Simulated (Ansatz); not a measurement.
# TiAl, response to strain

Start from TiAl (space group P4/mmm, No. 123; a = 2.813 Å, c = 4.062 Å; relaxed with 0.1 eV smearing). Axes: x, y, z lie along a, b, c of the conventional cell.

Strains are applied to the cell and any free atomic positions relax.

The values are results of plane-wave PAW DFT at the r2SCAN level (Ansatz, a quantum-chemistry and plane-wave program, 500 eV), without spin-orbit coupling, not measurements.

Notes on the quantities. energy relative to the base: free energy F; pressure: mean of the normal stresses, compression positive.

```tsv
case	volume per atom	energy relative to the base	pressure
base	16.07 Å³	0 meV/atom	0.0 GPa
uniaxial strain ε_xx = +0.50 %	16.15 Å³	+0.3 meV/atom	-0.6 GPa
uniaxial strain ε_xx = +1.00 %	16.23 Å³	+1.0 meV/atom	-1.2 GPa
uniaxial strain ε_xx = +1.50 %	16.31 Å³	+2.3 meV/atom	-1.7 GPa
uniaxial strain ε_xx = +2.00 %	16.39 Å³	+4.1 meV/atom	-2.3 GPa
uniaxial strain ε_xx = +2.50 %	16.47 Å³	+6.3 meV/atom	-2.8 GPa
uniaxial strain ε_xx = +3.00 %	16.55 Å³	+9.0 meV/atom	-3.3 GPa
```

Stability against distortions was not tested. The final runs are not spin-polarised.
